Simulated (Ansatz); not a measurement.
Input and output of a self-consistent single point for Lu3GaC (Pm-3m, 5 atoms in the cell) (Ansatz, an electronic-structure program).

Method: PBEsol, default PAW files made with PBE (plane waves; Ansatz).

```xyz
5
Lattice="4.6857 0.0000 0.0000 0.0000 4.6857 0.0000 0.0000 0.0000 4.6857" Properties=species:S:1:pos:R:3 pbc="T T T"
Lu     2.3429     0.0000     0.0000
Lu     0.0000     2.3429     0.0000
Lu     0.0000     0.0000     2.3429
Ga     2.3429     2.3429     2.3429
C      0.0000     0.0000     0.0000
```

Reference input (self-consistent single point, DFT, PBEsol, plane waves, default PAW files made with PBE): basis.ecutwfc = 420 eV; kpoints.mp_grid.grid = 9 9 9; hamiltonian.xc = pbesol; hamiltonian.pseudopotentials = {kind: paw} (the program's default PAW files); scf.occupations.method = cold; scf.occupations.width = 0.2 eV. This run's input differs from it in these lines:

Ansatz 0.2 input:
```diff
@@ -13,3 +13,3 @@
 basis:
-  ecutwfc: 420.0
+  ecutwfc: 210.0
 kpoints:
```

The program printed (abridged):

```
SCF iter   1: F=—  HF=-47811.902348 eV  |F-HF|=—  |Δ(HF+E_count)|=         —  Δρ=4.72e-2  dr2=1.42e0  ethr=1.77e-3  ⟨swp⟩=3.9  Hψ=5490  notcnv=0
all-band conjugate gradients solve this SCF's bands
preconditioner: auto → Kerker (q_TF=auto, 2.678 Å⁻¹)
SCF iter   2: F=—  HF=-47803.997092 eV  |F-HF|=—  |Δ(HF+E_count)|=    7.91e0  S|Δr|=    0.00e0  Δρ=2.80e-2  dr2=6.83e-1  ethr=1.54e-3  ⟨swp⟩=3.0  Hψ=4844  notcnv=0  defer=94
   [... lines left out ...]
SCF iter   7: F=—  HF=-47803.741577 eV  |F-HF|=—  |Δ(HF+E_count)|=   6.05e-4  S|Δr|=    0.00e0  Δρ=1.01e-4  dr2=1.43e-5  ethr=8.32e-8  ⟨swp⟩=2.0  Hψ=3455  notcnv=0  defer=94
SCF iter   8: F=—  HF=-47803.741571 eV  |F-HF|=—  |Δ(HF+E_count)|=   5.99e-6  S|Δr|=    0.00e0  Δρ=3.50e-5  dr2=7.14e-7  ethr=1.56e-8  ⟨swp⟩=2.0  Hψ=3041  notcnv=0  defer=94
SCF iter   9: F=-47803.741571 eV  HF=-47803.741571 eV  |F-HF|=8.12e-9  |Δ(HF+E_count)|=   1.83e-7  S|Δr|=    0.00e0  Δρ=4.36e-6  dr2=1.78e-8  ethr=1.09e-10  ⟨swp⟩=9.0  Hψ=6803  notcnv=0
SCF 1 converged in 9 iterations: F = -47803.741571 eV  dr2 = 1.78e-8
Stability not checked (fill_not_monotonic)
Free energy (F): -47803.741571 eV
Internal energy: -47803.798192 eV  (E = F + TS)
E sigma→0 (E₀):  -47803.760445 eV
Entropy (-TS):   0.056622 eV (11.324 meV/atom)
Fermi energy:    13.241944 eV
--- Forces (eV/Å), atoms counted from 1 ---
  atom   1  Lu    -0.00000000    -0.00000000    -0.00000000
   [... zero for the other atoms too ...]
--- Stress (GPa, compression-positive) ---
       -0.990178       0.000000       0.000000
        0.000000      -0.990178       0.000000
        0.000000       0.000000      -0.990178
  P = ⅓ Tr σ = -0.9902 GPa (-9.902 kbar)
  The stress holds the Pulay correction. Without it, at fixed plane waves, as pw.x and ABINIT print it: P = -191.0386 GPa
```

The run converged in 9 iterations. Against the reference run the free energy rises by 4.66 eV/atom and the pressure goes from -2.05 to -0.99 GPa.

The starting cell comes from a database of computed structures (which also holds hypothetical and non-ambient phases and stackings), without a prior relaxation at this level. Ansatz's pressure includes its estimate of the finite-basis (Pulay) stress. Without the estimate this run gives -191.04 GPa. The cutoff lies below the one recommended for these files.
